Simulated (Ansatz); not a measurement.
Consider Ca in the fcc (Cu type) structure (space group Fm-3m, No. 225; a = 5.455 Å).

Level of theory: DFT with PBEsol, PAW potentials and a 420 eV plane-wave cutoff in Ansatz (a quantum-chemistry and plane-wave program), spin-orbit coupling left out.

One change was made to it. Results:

```tsv
quantity	base	after
density	1.64 g/cm³	2.80 g/cm³
band gap	zero	zero
```

**Question.** What was done to the base?
A. Ca → Y
B. Ca → K
C. Ca → Sr

**Answer.** C, Ca → Sr. For comparison, the density in the other runs: Ca → Y gives 4.79 g/cm³; Ca → K gives 0.91 g/cm³.

Stability against distortions was not tested. For K in this form, whether it has been made was not checked. All final runs are without spin polarisation. This is not the structure that Y has at room temperature and ambient pressure. This is not the structure that K has at room temperature and ambient pressure.
